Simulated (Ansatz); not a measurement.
Results of r²SCAN+SOC (PAW; Ansatz, a program for electronic structure) for BaHfS3 (Pnma, No. 62; cell taken from a computed entry).

Settings: plane-wave cutoff 560 eV, 4×4×4 k mesh, Fermi–Dirac smearing 0.01 eV, PAW data made under PBE.

Cell (relaxed with PBEsol):

```
BaHfS3
1.0
    7.00781     0.00000     0.00000
    0.00000     9.85695     0.00000
    0.00000     0.00000     6.90762
Ba Hf S
4 4 12
Cartesian
  3.85365   2.46424   3.37907
  3.15416   7.39271   3.52855
  6.65807   7.39271   6.83288
  0.34974   2.46424   0.07474
  3.50391   0.00000   0.00000
  0.00000   0.00000   3.45381
  0.00000   4.92847   3.45381
  3.50391   4.92847   0.00000
  3.47601   2.46424   6.47589
  3.53181   7.39271   0.43173
  0.02790   7.39271   3.02208
  6.97991   2.46424   3.88554
  4.97776   9.53410   4.90575
  2.03005   0.32285   2.00187
  5.53396   0.32285   1.45194
  1.47385   9.53410   5.45568
  1.47385   5.25132   5.45568
  5.53396   4.60563   1.45194
  2.03005   4.60563   2.00187
  4.97776   5.25132   4.90575
```

Problem. Give the computed band gap.

Solution. 
* **band gap**: 1.44 eV (on the SCF k mesh)

Note: cell and atoms aren't relaxed at this level (largest force component 0.09 eV/Å, pressure 2.7 GPa).

Static lattice: no zero-point or thermal effects.
